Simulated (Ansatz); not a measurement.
Base system: Sn (space group I4_1/amd, No. 141; a = 5.833 Å, c = 3.158 Å).

Computed with DFT with PBEsol, PAW potentials and a 420 eV plane-wave cutoff in Ansatz (a first-principles code), spin-orbit coupling left out.

For the base:

| Item | Result |
|---|---|
| Volume per atom | 26.86 Å³ |

It is then changed as follows: cell and atoms relaxed at a pressure of 60 GPa.

Task: Predict the new volume per atom.

Result: The volume per atom shrinks by 8.90 Å³ (26.86 Å³ → 17.96 Å³).

Load acts through the strain it causes; cell and atoms are relaxed under it. No phonon test of stability was made. Measured, Sn leaves this structure (for a body-centred tetragonal phase) near 8 GPa (temperature not stated; as listed in Olga Degtyareva, NATO science for peace and security series. B, Physics and biophysics (2010)).
